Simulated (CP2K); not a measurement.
A self-consistent single point of ZnS (P6_3mc, 8 atoms in the cell) with CP2K.

Computed with PBE, GPW, DZVP-MOLOPT-SR-GTH basis, GTH-PBE potentials (GTH_POTENTIALS) (CP2K).

```xyz
8
Lattice="3.8847 0.0000 0.0000 -1.9424 3.3643 0.0000 0.0000 0.0000 12.7004" Properties=species:S:1:pos:R:3 pbc="T T T"
Zn     1.9424     1.1214     9.5244
Zn     0.0000     2.2429     3.1742
Zn     0.0000     0.0000     6.3502
Zn     0.0000     0.0000     0.0000
S      1.9424     1.1214    11.9096
S      0.0000     2.2429     5.5593
S      0.0000     0.0000     8.7295
S      0.0000     0.0000     2.3793
```

Reference input (self-consistent single point, DFT PBE, GPW, DZVP-MOLOPT-SR-GTH basis, GTH-PBE potentials (GTH_POTENTIALS)): CUTOFF = 600 Ry; REL_CUTOFF = 40 Ry; KPOINTS/SCHEME = MONKHORST-PACK 5 5 2; GAMMA_CENTERED = T; XC_FUNCTIONAL = PBE; Zn/BASIS_SET = DZVP-MOLOPT-SR-GTH; Zn/POTENTIAL = GTH-PBE-q12; S/BASIS_SET = DZVP-MOLOPT-SR-GTH; S/POTENTIAL = GTH-PBE-q6; METHOD = GPW; EPS_DEFAULT = 1e-10; NGRIDS = 5. This run's input differs from it in these lines:

```diff
@@ -36,3 +36,3 @@
     &KPOINTS
-      SCHEME MONKHORST-PACK 5 5 2
+      SCHEME MONKHORST-PACK 6 6 2
       GAMMA_CENTERED T
```

Log, with long lists cut:

```
 SCF WAVEFUNCTION OPTIMIZATION

  Step     Update method      Time    Convergence         Total energy    Change
     1 NoMix/Diag. 0.30E+00      -     1.62512491      -283.4135573663 -2.83E+02
     2 Broy./Diag. 0.30E+00      -     0.04560755      -282.7667365250  6.47E-01
     3 Broy./Diag. 0.30E+00      -     0.06989143      -282.8788003329 -1.12E-01
     4 Broy./Diag. 0.30E+00      -     0.01309500      -283.1398096861 -2.61E-01
     5 Broy./Diag. 0.30E+00      -     0.00206578      -283.2918240781 -1.52E-01
     6 Broy./Diag. 0.30E+00      -     0.00232691      -283.2402338270  5.16E-02
   [... 6 lines left out ...]
    13 Broy./Diag. 0.30E+00      -     0.00000196      -283.1949264657 -1.28E-05
    14 Broy./Diag. 0.30E+00      -     0.00000200      -283.1949272350 -7.69E-07
    15 Broy./Diag. 0.30E+00      -     0.00000127      -283.1949274717 -2.37E-07
    16 Broy./Diag. 0.30E+00      -     0.00000029      -283.1949272958  1.76E-07
  *** SCF run converged in    16 steps ***

  Overlap energy of the core charge distribution:               0.00000000256172
  Self energy of the core charge distribution:               -415.31939091414665
  Core Hamiltonian energy:                                    123.44642934541517
  Hartree energy:                                              53.78041386574640
  Exchange-correlation energy:                                -45.10237959536995

  Total energy:                                              -283.19492729579338

                     Mulliken Population Analysis

 #  Atom  Element  Kind  Atomic population                           Net charge
       1     Zn       1         12.070787                             -0.070787
       2     Zn       1         12.070787                             -0.070787
   [... lines left out ...]

 STRESS| Analytical stress tensor [bar]
 STRESS|                        x                   y                   z
 STRESS|      x       -1.61035686471E+04  -5.85056737763E+00   1.17124573468E-07
 STRESS|      y       -5.85056737763E+00  -1.61138043072E+04   2.79890588246E-04
 STRESS|      z        1.17124573468E-07   2.79890588246E-04  -1.64794109450E+04
 STRESS| 1/3 Trace                                            -1.62322612997E+04
```

The run converged in 16 iterations. Against the reference run the free energy falls by 2.0 meV/atom, the pressure moves little (-1.60 to -1.62 GPa), the largest force moves little (0.012 to 0.009 eV/Å) and the gap on the mesh moves little (1.904 to 1.905 eV).

The starting cell comes from a database of computed structures (which also holds hypothetical and non-ambient phases and stackings), without a prior relaxation at this level. Its lattice was rescaled by a random factor within 2.5 % of one. Values carry the incompleteness of an atom-centred basis.

Cost on one core of a shared machine: roughly 2 min.
